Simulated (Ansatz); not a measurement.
Output of an Ansatz run (abridged):

```
WARN the atoms were moved onto the symmetric positions of the space group found under crystal.symmetry.tolerance 1.0e-5 (fractional …
WARN ansatz: RAYON_NUM_THREADS=1 ignored (pool sized by the plan → 1); use --threads N
Pseudopotentials: kind: paw
Pseudopotential: Ta, paw, valence charge 13
Pseudopotential: N, paw, valence charge 5
Crystal: 6 atoms, lattice volume = 180.431 Å³
Basis set: ecut = 420.4159175005146 eV, 3491 PW (Γ), exchange–correlation on 48×48×288 points (8 copies of the dense FFT grid, shifted against one another)
Bands: 38, of which v1, the nominal top of the filled ones, is band 31 counted from 1 (30 counted from 0)
Symmetry: 12 space group operations
Space group: P-3m1 (ITA 164), of the structure as read, at distance tolerance 5.7e-5 Å
k-points: 16 of 121
Initial density: superposition of atomic densities (neutral atoms: chi_scale 0, normalization atom), corrected by the library's trained network
Initial wavefunctions: pseudopotential atomic-orbital guess
Eigensolver: davidson
Functional: x = pbe(κ = 0.804, μ = 0.2195149727645171), c = pbe(β = 0.06672455060314922)
SCF iter   1: F=—  HF=-40498.763601 eV  |F-HF|=—  |Δ(HF+E_count)|=         —  Δρ=6.46e-3  dr2=1.77e-1  ethr=1.77e-3  ⟨swp⟩=7.1  Hψ=2907  notcnv=0
all-band conjugate gradients solve this SCF's bands
preconditioner: auto → LDOS
SCF iter   2: F=—  HF=-40498.732515 eV  |F-HF|=—  |Δ(HF+E_count)|=   3.11e-2  Δρ=4.15e-3  dr2=5.81e-2  ethr=2.86e-4  ⟨swp⟩=3.3  Hψ=1372  notcnv=0
SCF iter   3: F=—  HF=-40498.723539 eV  |F-HF|=—  |Δ(HF+E_count)|=   8.98e-3  Δρ=8.70e-4  dr2=2.43e-3  ethr=9.38e-5  ⟨swp⟩=2.0  Hψ=903  notcnv=0
SCF iter   4: F=—  HF=-40498.723449 eV  |F-HF|=—  |Δ(HF+E_count)|=   9.02e-5  Δρ=3.88e-4  dr2=4.20e-4  ethr=3.93e-6  ⟨swp⟩=2.8  Hψ=1107  notcnv=0
SCF iter   5: F=—  HF=-40498.723355 eV  |F-HF|=—  |Δ(HF+E_count)|=   9.42e-5  Δρ=8.50e-5  dr2=1.56e-5  ethr=6.78e-7  ⟨swp⟩=2.2  Hψ=862  notcnv=0
SCF iter   6: F=—  HF=-40498.723378 eV  |F-HF|=—  |Δ(HF+E_count)|=   2.28e-5  Δρ=2.53e-5  dr2=1.40e-6  ethr=2.52e-8  ⟨swp⟩=3.1  Hψ=1165  notcnv=0
SCF iter   7: F=—  HF=-40498.723378 eV  |F-HF|=—  |Δ(HF+E_count)|=   4.57e-7  Δρ=6.23e-6  dr2=1.09e-7  ethr=2.25e-9  ⟨swp⟩=2.8  Hψ=1070  notcnv=0
SCF iter   8: F=-40498.723378 eV  HF=-40498.723378 eV  |F-HF|=2.60e-9  |Δ(HF+E_count)|=   8.76e-8  Δρ=2.01e-6  dr2=1.10e-8  ethr=1.61e-10  ⟨swp⟩=9.0  Hψ=2829  notcnv=0
SCF 1 converged in 8 iterations: F = -40498.723378 eV  dr2 = 1.10e-8
SCF converged after 8 iterations
Free energy (F): -40498.723378 eV
Harris-Foulkes:  -40498.723378 eV  (|F-HF|=2.60e-9)
Internal energy: -40498.619204 eV  (E = F + TS)
E sigma→0 (E₀):  -40498.671291 eV
Entropy (-TS):   -0.104175 eV (-17.362 meV/atom)
Fermi energy:    6.251751 eV
--- Per-component energies (eV) ---
  E_band       = -1175.140372
  E_kinetic    = 1718.713367
  E_local      = -48140.880927  (includes V_loc(G=0)·N_el)
  E_nonlocal   = 145.361340
  E_hartree    = 23277.832382
  E_xc         = -991.268494
  E_vxc        = -965.367437  (∫ρ·V_xc dr)
  E_paw        = -33839.624932  (= ΣΔE_a)
  E_vpaw       = -488.639695  (= ΣTr[D̂ρ^β])
  E_aug_tail   = 0.000733  (compensation charges beyond the density's cutoff)
  E_ewald      = 17331.247328
  E_smearing   = -0.104175  (= −TS)
  E_closure    = 0.000000  (closes the sum)
  Σ components = -40498.723378   (vs F -40498.723378, Δ=0.00e0)
--- Forces (eV/Å), atoms counted from 1 ---
  atom   1  Ta    -0.00000000     0.00000000     0.49095361
  atom   2  Ta     0.00000000     0.00000000    -0.17980464
  atom   3  N     -0.00000000    -0.00000000    -0.04558568
  atom   4  Ta     0.00000000    -0.00000000     0.17980464
  atom   5  Ta     0.00000000     0.00000000    -0.49095361
  atom   6  N      0.00000000     0.00000000     0.04558568
  max |Σ_I F_I| component: 1.39e-17 eV/Å
--- Stress (GPa, compression-positive) ---
       -5.300133      -0.000000       0.000000
       -0.000000      -5.300133       0.000000
       -0.000000      -0.000000      -2.635124
  P = ⅓ Tr σ = -4.4118 GPa (-44.118 kbar)
  The stress holds the Pulay correction. Without it, at fixed plane waves, as pw.x and ABINIT print it: P = -4.5375 GPa
--- Band table (eV; the first three rows and the last of 16) ---
  k-point 0: bands = ["-62.3695", "-62.3688", "-62.2616", "-62.2228", "-29.3105", "-29.2021", "-28.8275", "-28.5887", "-28.5887", "-28.5427", "-28.5427", "-28.5151", "-28.5151", "-28.5027", "-28.4900", "-28.4900", "-10.9148", "-10.8063", "-2.2787", [...]
  k-point 1: bands = ["-62.3667", "-62.3660", "-62.2584", "-62.2209", "-29.2930", "-29.1958", "-28.8337", "-28.6346", "-28.6043", "-28.5867", "-28.5741", "-28.5565", "-28.5322", "-28.5224", "-28.4944", "-28.4807", "-10.8404", "-10.7487", "-2.0750", [...]
  k-point 2: bands = ["-62.3592", "-62.3587", "-62.2497", "-62.2161", "-29.2456", "-29.1828", "-28.8718", "-28.7483", "-28.7053", "-28.6638", "-28.6437", "-28.6309", "-28.5911", "-28.5432", "-28.5091", "-28.4820", "-10.6532", "-10.6011", "-1.5877", [...]
  k-point 15: bands = ["-62.3304", "-62.3304", "-62.2088", "-62.2047", "-29.1461", "-29.1233", "-29.0690", "-29.0198", "-28.9596", "-28.9407", "-28.8594", "-28.8431", "-28.8329", "-28.7680", "-28.5936", "-28.5688", "-10.1021", "-10.0873", "-1.3084", [...]
```

The structure:

```
CELL_PARAMETERS angstrom
      3.12220     0.00000     0.00000
     -1.56110     2.70390     0.00000
      0.00000     0.00000    21.37268
ATOMIC_POSITIONS crystal
  Ta 0.66667 0.33333 0.32752
  Ta 0.33333 0.66667 0.44394
  N  0.00000 0.00000 0.38573
  Ta 0.66667 0.33333 0.55606
  Ta 0.33333 0.66667 0.67248
  N  0.00000 0.00000 0.61427
```

Problem. Reconstruct the input of this run.

Solution. Other spellings and defaults could give the same log, and not every line can be read from it. The input that was run (DFT, PBE, plane waves, default PAW files):

Ansatz 0.2 input:
```yaml
crystal:
  lattice:
    - [3.122199, 0.000000, 0.000000]
    - [-1.561099, 2.703903, 0.000000]
    - [0.000000, 0.000000, 21.372684]
  atoms:
    - { symbol: Ta, position: [0.666667, 0.333333, 0.327521] }
    - { symbol: Ta, position: [0.333333, 0.666667, 0.443940] }
    - { symbol: N, position: [0.000000, 0.000000, 0.385730] }
    - { symbol: Ta, position: [0.666667, 0.333333, 0.556060] }
    - { symbol: Ta, position: [0.333333, 0.666667, 0.672479] }
    - { symbol: N, position: [0.000000, 0.000000, 0.614270] }
basis:
  ecutwfc: 30.9 Ry
kpoints:
  mp_grid: { grid: [11, 11, 1] }
hamiltonian:
  xc: pbe
  pseudopotentials: { kind: paw }
scf:
  occupations: { method: fermi_dirac, width: 0.0073 Ry }
output:
  forces: true
  eigenvalues: true
  stress: true
```

The starting cell comes from a database of computed structures (which also holds hypothetical and non-ambient phases and stackings), without a prior relaxation at this level. The slab is cut from that crystal, and its faces are unrelaxed. Its lattice was rescaled by up to half a per cent. Spin-orbit coupling is off. Spin polarisation is off.

Ansatz is a quantum-chemistry and plane-wave program.
